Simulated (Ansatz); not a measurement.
Start from CdS in the zinc blende structure (space group F-43m, No. 216; a = 5.879 Å). Axes: x, y, z lie along the cube axes.

Calculations: plane-wave PAW DFT at the r2SCAN level (Ansatz, a first-principles code, 500 eV), no SOC, earlier PAW set.

For the base:

| Property | Result |
|---|---|
| Band gap | 1.54 eV |

Modification: a free-standing slab of 6 layers (12 atoms, 2 a layer) is cut normal to [110], with 15 Å of vacuum and the in-plane cell held at bulk.

### Question
How does this affect the change of the spacing d12 from its bulk value of 2.079 Å?

### Answer
The change of the spacing d12 from its bulk value of 2.079 Å amounts to -9.5 %.

### Question
Predict the new band gap.

### Answer
The band gap rises by 0.38 eV to 1.92 eV.

### Question
Estimate the effect on the gap character.

### Answer
The gap character is direct at Γ.

No phonon test of stability was made. Labels are those of the standard path for the cell's own space group.
